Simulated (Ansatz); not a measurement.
Formation energies of neutral defects against the elements (graphite for carbon, diatomic gases, S8), in wurtzite AlN (eV), each at one geometry relaxed with PBE and evaluated in Ansatz (a program for electronic structure) with PBE, r2SCAN. Set-up: 96-site cell; 2×2×2 shifted k-points; no spin–orbit coupling; no Hubbard U; energies good to tenths of an eV; flagged in the runs: for some of the defects a doubtful potential alignment, a host whose relaxation on this sampling wasn't shown to rest, a strain field that reaches the edge of the cell.

| defect | PBE | r2SCAN |
|---|---|---|
| Hf on the Al site | 2.65 | 2.53 |
| Zr on the Al site | 2.63 | 2.58 |
| Eu on the Al site | 3.46 | 3.26 |
| As on the N site | 5.26 | 5.29 |
| Ti on the Al site | 1.56 | 1.39 |
| Ni on the Al site | 5.10 | 4.98 |
| Ca on the Al site | 4.19 | 4.26 |
| Ga on the Al site | 1.90 | 1.94 |
| Co on the Al site | 4.91 | 4.68 |

PBE less r2SCAN: over the 9 rows with both numbers (drawn at random from the settled rows of this host; unsettled states are left out), mean 0.09 eV, median 0.12 eV, mean size 0.11 eV, from -0.07 to 0.24 eV.
